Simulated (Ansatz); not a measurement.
Worked example: relaxation of the atoms of Ge (Imma, 2 atoms in the cell) in Ansatz (a program for electronic structure).

Computed with LDA (PW92), default PAW files made with PBE (plane waves; Ansatz).

The change in words: one atom moved by 0.15 angstrom; relax: default → atoms; relax.f_tol: default → 0.005 eV/Å. Reference geometry:
```xyz
2
Lattice="-2.5084 2.6641 1.4441 2.5084 -2.6641 1.4441 2.5084 2.6641 -1.4441" Properties=species:S:1:pos:R:3 pbc="T T T"
Ge     2.5084    -1.3321     1.2591
Ge     0.0000     3.9962     0.1850
```

Reference input (self-consistent single point, DFT, LDA (PW92), plane waves, default PAW files made with PBE): basis.ecutwfc = 420 eV; kpoints.mp_grid.grid = 13 13 13; hamiltonian.xc = lda; hamiltonian.pseudopotentials = {kind: paw} (the program's default PAW files); scf.occupations.method = fermi_dirac; scf.occupations.width = 0.1 eV. This run's input differs from it in these lines:

```diff
@@ -7,3 +7,3 @@
   atoms:
-    - { symbol: Ge, position_ang: [2.508379, -1.332060, 1.259108] }
+    - { symbol: Ge, position_ang: [2.508379, -1.332060, 1.409107] }
     - { symbol: Ge, position_ang: [0.000000, 3.996179, 0.185022] }
@@ -18,2 +18,4 @@
   occupations: { method: fermi_dirac, width: 0.1 }
+relax:
+  f_tol: 0.005
 output:
```

Output (repeated stretches shortened):

```
   [... SCF lines of the steps left out ...]
relax step   1: F+E_penalty+E_count = -8431.01932138 eV  Δ(F+E_penalty+E_count) = +0.000e0 eV  max|allowed force component| = 7.153e-2 eV/Å  Δτ_max = 0.0000 Å  (6 SCF iters, dr2 threshold 6.25e-7 eV, accepted)
relax step   2: F+E_penalty+E_count = -8431.02270151 eV  Δ(F+E_penalty+E_count) = -3.380e-3 eV  max|allowed force component| = 7.615e-2 eV/Å  Δτ_max = 0.0228 Å  (4 SCF iters, dr2 threshold 3.20e-7 eV, accepted)
relax step   3: F+E_penalty+E_count = -8431.03416773 eV  Δ(F+E_penalty+E_count) = -1.147e-2 eV  max|allowed force component| = 1.867e-2 eV/Å  Δτ_max = 0.1282 Å  (5 SCF iters, dr2 threshold 3.62e-7 eV, accepted)
relax step   4: F+E_penalty+E_count = -8431.03443748 eV  Δ(F+E_penalty+E_count) = -2.697e-4 eV  max|allowed force component| = 7.113e-4 eV/Å  Δτ_max = 0.0140 Å  (5 SCF iters, accepted)
the relaxation is at rest under the 8 symmetry operations that the run kept from its start: a minimum is not shown …
Stability not checked: this state was not tested for a lower state beside it, because too few of the mixer's solves of this state at the end of the SCF gave a …
Free energy (F): -8431.034437 eV
Internal energy: -8431.009089 eV  (E = F + TS)
E sigma→0 (E₀):  -8431.021763 eV
Entropy (-TS):   -0.025348 eV (-12.674 meV/atom)
Fermi energy:    10.213103 eV
--- Forces (eV/Å), atoms counted from 1 ---
  atom   1  Ge     0.00000000     0.00000000     0.00071133
   [... lines left out ...]
--- Relaxed structure (4 steps of the walk, 4 accepted, 0 SCFs on fresh bases) ---
  F+E_penalty+E_count = -8431.03443748 eV   max|allowed force component| = 7.113e-4 eV/Å
  atoms:
    - { symbol: Ge, position: [0.190444554122347, 0.9404445541223471, 0.24999999999999994] }
    - { symbol: Ge, position: [0.8614894822871174, 0.11148948228711754, 0.7499999999999999] }
```

The run converged. 

Summary of the result:
- Free energy E − TS (on the zero of these files) = -8431.0344 eV
- Fermi level (on the code's own zero) = 10.21 eV
- Pressure = -5.08 GPa
- Relaxation steps = 4

The starting cell comes from a database of computed structures (which also holds hypothetical and non-ambient phases and stackings), without a prior relaxation at this level. Its lattice was rescaled by up to half a per cent. For this run, on top of that: one atom moved by 0.15 angstrom. The relaxation keeps the symmetry of its start, so its end need not be a minimum. Ansatz's pressure includes its estimate of the finite-basis (Pulay) stress.

Cost on one core of a shared machine: roughly 40 s.

Keys are those of Ansatz 0.2.
